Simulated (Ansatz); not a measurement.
Take Sn in the diamond structure (space group Fd-3m, No. 227; a = 6.566 Å) as the base.

Method: r2SCAN (Ansatz, a first-principles code, PAW, scalar-relativistic without spin-orbit coupling).

Base values:

| Property | Result |
|---|---|
| Pressure | 0.0 GPa |
| Band gap | zero |

Modification: an isotropic linear strain of −2.00 %; the atoms relax in the strained cell.

Q: What does the calculation give for the pressure after the change?

A: The pressure goes from zero to 3.0 GPa.

Q: What does the calculation give for the energy relative to the base after the change?

A: The energy increases by 18 meV/atom.

Q: How does this affect the band gap?

A: The band gap stays zero.

Stability against distortions was not tested.
